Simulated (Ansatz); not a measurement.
Take TiO2 in the rutile structure (space group P4_2/mnm, No. 136; a = 4.597 Å, c = 2.954 Å) as the base.

Levels (all Ansatz, an electronic-structure program, PAW): r2SCAN (500 eV, no spin-orbit coupling); HSE06 (420 eV, no SOC).

The geometry is relaxed with r2SCAN.

| Property | Value |
|---|---|
| r2SCAN band gap | 2.22 eV |

Question: Predict the band gap from HSE06.

Answer: The band gap rises by 1.16 eV to 3.38 eV.

Single points use the geometry relaxed with r2SCAN. Stability against distortions was not tested. All final runs are without spin polarisation.
